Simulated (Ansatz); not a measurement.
**What pressure 5 GPa does to Al3Pt2**

Take Al$_{3}$Pt$_{2}$ (space group P-3m1, No. 164; a = 4.2042 Å, c = 5.1844 Å; a cell from a computed database, its experimental status unchecked) as the base.

Now apply this change: cell and atoms relaxed at a pressure of 5 GPa.

Level of theory: PBEsol in Ansatz (plane waves to 420 eV, PAW, no spin-orbit coupling). Settings: 13×13×9 k-points, 0.05 eV Fermi–Dirac smearing.

- Volume per atom: 15.43 Å³ (base 15.87 Å³)
- Density: 10.14 g/cm³ (base 9.86 g/cm³)
- Lattice parameter a: 4.162 Å (base 4.204 Å)
- c/a ratio: 1.235 (base 1.233)
- Shortest interatomic distance: 2.475 Å (base 2.499 Å)
- Enthalpy H = E + PV relative to the base's energy: +0.49 eV/atom
- Band gap: zero (base zero)

Final structure:

```xyz
5
Lattice="4.1623 0.0000 0.0000 -2.0811 3.6046 0.0000 0.0000 0.0000 5.1417" Properties=species:S:1:pos:R:3 pbc="T T T"
Al     0.0000     0.0000     0.0000
Al     0.0000     2.4031     3.3212
Al     2.0811     1.2015     1.8205
Pt     0.0000     2.4031     0.8459
Pt     2.0811     1.2015     4.2958
```

Load acts through the strain it causes; cell and atoms are relaxed under it. No phonon test of stability was made. Competing high-pressure phases were not computed. The final runs are not spin-polarised.

Ansatz is a first-principles code.
